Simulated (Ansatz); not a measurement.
**ZnO, response to strain**

The parent structure is ZnO in the wurtzite structure (space group P6_3mc, No. 186; a = 3.2799 Å, c = 5.2941 Å).

Strains are applied to the cell and any free atomic positions relax.

Calculations: plane-wave PAW DFT at the PBE level (Ansatz, a program for electronic structure, 420 eV), no spin-orbit coupling, earlier PAW set.

Notes on the quantities. energy relative to the base: free energy F.

| isotropic strain (%) | energy relative to the base (meV/atom) |
|---|---|
| -5.03 | 135.3 |
| -4.77 | ? |
| -0.75 | 2.6 |
| 0 | 0.0 |
| 0.15 | 0.1 |

### Question
Fit ΔE = Aε² + Bε³ (ε in %) to the rows shown and predict the withheld row.

### Answer
Least squares on the printed values gives A = 4.50 and B = -0.17 meV/atom (largest residual 0.0 meV/atom); this predicts 120.7 meV/atom, and the run gives 120.5 meV/atom, 0.2 lower.

Whether these cells are dynamically stable was not tested.
